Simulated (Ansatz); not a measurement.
# BeS, carrier doping

The parent structure is BeS in the zinc blende structure (space group F-43m, No. 216; a = 4.876 Å).

Carriers are added at fixed cell with a uniform background; the Fermi–Dirac width is that of 300 K.

All numbers come from PBE (Ansatz, a quantum-chemistry and plane-wave program), no spin-orbit coupling.

Notes on the quantities. Fermi level from band edge: Fermi level relative to the doped band's edge (positive inside the band; to 0.05 eV).

```json
[
 {"variant": "undoped", "Fermi level from band edge": "–", "gap between the host's bands": "3.15 eV"},
 {"variant": "electrons 5.0×10^20 cm⁻³", "Fermi level from band edge": "+0.25 eV", "gap between the host's bands": "3.13 eV"},
 {"variant": "electrons 7.0×10^20 cm⁻³", "Fermi level from band edge": "+0.30 eV", "gap between the host's bands": "3.13 eV"},
 {"variant": "electrons 1.5×10^21 cm⁻³", "Fermi level from band edge": "+0.50 eV", "gap between the host's bands": "3.11 eV"},
 {"variant": "electrons 2.0×10^22 cm⁻³", "Fermi level from band edge": "+2.00 eV", "gap between the host's bands": "2.86 eV"},
 {"variant": "holes 5.0×10^20 cm⁻³", "Fermi level from band edge": "+0.10 eV", "gap between the host's bands": "3.16 eV"},
 {"variant": "holes 7.0×10^20 cm⁻³", "Fermi level from band edge": "+0.10 eV", "gap between the host's bands": "3.17 eV"},
 {"variant": "holes 1.5×10^21 cm⁻³", "Fermi level from band edge": "+0.20 eV", "gap between the host's bands": "3.19 eV"},
 {"variant": "holes 2.0×10^22 cm⁻³", "Fermi level from band edge": "+0.90 eV", "gap between the host's bands": "3.77 eV"}
]
```

Carriers are added with a uniform compensating background; total energy and stress of such cells depend on the potential's zero and are not compared; many-body gap narrowing is missing at this level. No phonon test of stability was made.
